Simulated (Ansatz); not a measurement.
Bond-angle distributions (per cent of the angles at each element, bins of 10°) of a relaxed model of amorphous Si8Al22O49 at 2.68 g/cm³. All values below come from PBE, scalar-relativistic without spin-orbit coupling (plane waves to 420 eV, PAW; Ansatz, a quantum-chemistry and plane-wave program).

Preparation: random packing, a CHGNet melt and quench, and a DFT relaxation. O atoms were pushed apart under 1.9 Å during the dynamics, to hinder bonds among them. The hot cell started wider than the set density and was brought back towards it in steps. It is the lowest in DFT energy of 2 quenches. It is a model cell: composition and starting density were chosen by hand, and all elements were melted together. No dispersion term was used. Its density started from a set value of 2.77 and ended at 2.68 g/cm³. The simulated quench (nominally 310 K/ps over its main leg) is rapid and tends to freeze in more defects than a deposited or slowly cooled glass has. A cell of this size samples the disorder only roughly. Volume and shape were free in the relaxation.

Cut-offs for bonds: Si-Si 2.60 Å, Si-Al 2.55 Å, Si-O 1.96 Å, Al-Al 2.66 Å, Al-O 2.26 Å, O-O 1.58 Å. Two cations that share two anions don't count as bonded, nor two that share one unless they lie closer than Si-Si 2.38 Å, Si-Al 2.48 Å, Al-Al 2.59 Å.

| angle (°) | at Si | at Al | at O |
|---|---|---|---|
| 50-60 | 0 | 0 | 0 |
| 60-70 | 0 | 0 | 0 |
| 70-80 | 0 | 3 | 0 |
| 80-90 | 0 | 9 | 3 |
| 90-100 | 8 | 16 | 11 |
| 100-110 | 44 | 31 | 8 |
| 110-120 | 44 | 24 | 20 |
| 120-130 | 4 | 10 | 29 |
| 130-140 | 0 | 3 | 14 |
| 140-150 | 0 | 1 | 11 |
| 150-160 | 0 | 1 | 3 |
| 160-170 | 0 | 2 | 1 |
| 170-180 | 0 | 0 | 1 |

They go with these counts of neighbours within the cut-offs, cation contacts included: Si mean 4.0, most often 4; Al mean 4.2, most often 4; O mean 2.6, most often 3.
